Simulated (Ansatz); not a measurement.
Al2Cu (I4/mcm, No. 140) was calculated with PBEsol in Ansatz (plane waves, PAW).

Input file:

Ansatz 0.2 input:
```yaml
crystal:
  lattice:
    - [-2.9586299387, 2.9586299387, 2.3775600142]
    - [2.9586299387, -2.9586299387, 2.3775600142]
    - [2.9586299387, 2.9586299387, -2.3775600142]
  atoms:
    - { symbol: Al, position: [0.6591089386, 0.1591089386, 0.8182178773] }
    - { symbol: Al, position: [0.1591089386, 0.3408910614, 0.5] }
    - { symbol: Al, position: [0.8408910614, 0.6591089386, 0.5] }
    - { symbol: Al, position: [0.3408910614, 0.8408910614, 0.1817821227] }
    - { symbol: Cu, position: [0.75, 0.75, 0.0] }
    - { symbol: Cu, position: [0.25, 0.25, 0.0] }
basis:
  ecutwfc: 520
  ecutrho_ratio: 4
  xc_grid: 2
kpoints:
  mp_grid: { grid: [14, 14, 14] }
hamiltonian:
  xc: pbesol
  dispersion: none
  pseudopotentials: { kind: paw }
scf:
  occupations: { method: fermi_dirac, width: 0.05 }
output:
  forces: true
  stress: true
  eigenvalues: true
relax:
  f_tol: 0.004
  escape_saddle: false
  max_steps: 80
  cell: { stress_tol: 0.02, fix: [volume] }
```

From the output:

```
Relaxation: its limit of steps is 80 (relax.max_steps)
Crystal: 6 atoms, lattice volume = 83.248 Å³
Basis set: ecut = 520 eV, 2209 PW (Γ), exchange–correlation on 72×72×72 points (8 copies of the dense FFT grid, shifted against one another)
Bands: 31, of which v1, the nominal top of the filled ones, is band 25 counted from 1 (24 counted from 0)
Symmetry: 16 space group operations
Space group: I4/mcm (ITA 140), of the structure as read, at distance tolerance 4.4e-5 Å
k-points: 244 of 2744
Functional: x = pbesol(κ = 0.804, μ = 0.12345679012345678), c = pbesol(β = 0.046)
SCF iter   1: F=—  HF=-15276.754275 eV  |F-HF|=—  |Δ(HF+E_count)|=         —  Δρ=5.43e-3  dr2=1.24e-2
SCF iter   2: F=—  HF=-15276.749527 eV  |F-HF|=—  |Δ(HF+E_count)|=   4.75e-3  Δρ=1.52e-3  dr2=4.82e-3
  ...
SCF 1 converged in 6 iterations: F = -15276.748398 eV  dr2 = 5.73e-8
Crystal: 6 atoms, lattice volume = 83.248 Å³
Initial density: handed on by an earlier stage of this run
SCF 2 converged in 6 iterations: F = -15276.748561 eV  dr2 = 3.80e-10
Crystal: 6 atoms, lattice volume = 83.248 Å³
SCF 3 converged in 6 iterations: F = -15276.748570 eV  dr2 = 3.00e-11
Crystal: 6 atoms, lattice volume = 83.248 Å³
SCF iter   7: F=-15276.748570 eV  HF=-15276.748570 eV  |F-HF|=1.82e-12  |Δ(HF+E_count)|=  1.82e-12  Δρ=3.49e-9  dr2=8.27e-15
SCF iter   8: F=-15276.748570 eV  HF=-15276.748570 eV  |F-HF|=7.28e-12  |Δ(HF+E_count)|=  1.82e-12  Δρ=1.96e-9  dr2=2.29e-15
SCF 4 converged in 8 iterations: F = -15276.748570 eV  dr2 = 2.29e-15
SCF converged after 8 iterations
Free energy (F): -15276.748570 eV
Internal energy: -15276.732338 eV  (E = F + TS)
E sigma→0 (E₀):  -15276.740454 eV
Fermi energy:    11.268690 eV
--- Forces (eV/Å), atoms counted from 1 ---
  atom   1  Al    -0.00006169    -0.00006169     0.00000000
  atom   2  Al     0.00006169    -0.00006169     0.00000000
  atom   3  Al    -0.00006169     0.00006169     0.00000000
  atom   4  Al     0.00006169     0.00006169     0.00000000
  atom   5  Cu    -0.00000000    -0.00000000     0.00000000
  atom   6  Cu    -0.00000000     0.00000000     0.00000000
--- Stress (GPa, compression-positive) ---
        4.881838       0.000000      -0.000000
        0.000000       4.881838      -0.000000
       -0.000000       0.000000       4.854687
  P = ⅓ Tr σ = 4.8728 GPa (48.728 kbar)
```

The cell is one volume of an energy–volume scan, off the minimum.

The PAW data were made under PBE.

Note: the volume lies 6 % below that of the published cell.

Ansatz is a program for electronic structure.
